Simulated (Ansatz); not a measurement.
MoPt2 (Immm, No. 71) was calculated with r²SCAN (Ansatz, an electronic-structure program, PAW).

Run with plane-wave cutoff 560 eV, 24×24×24 k mesh, Fermi–Dirac smearing 0.05 eV, no spin polarisation, scalar-relativistic PAW data made under PBE.

The volume scan:

```tsv
V (Å³/atom)	E − E_lowest (meV/atom)	P (GPa)
14.505	24.06	13.29
14.807	5.77	6.25
15.109	0.00	0.00
15.411	5.32	-5.54
15.713	20.48	-10.44
```

Task: Fit the third-order Birch–Murnaghan equation and give B0 and B′.

Result: V0 = 15.109 Å³/atom, B0 = 294 GPa, B′ = 5.0 (fit to the energies at full precision).

Shape and atoms are relaxed at each volume.

Note: the relaxation could not lower the start's symmetry, so the cell can be a saddle point above a distorted one; the bulk modulus comes from volumes at which shape and atoms were relaxed.

Spin–orbit coupling is not included.

Cost on a shared machine: roughly 2.7 core-hours.
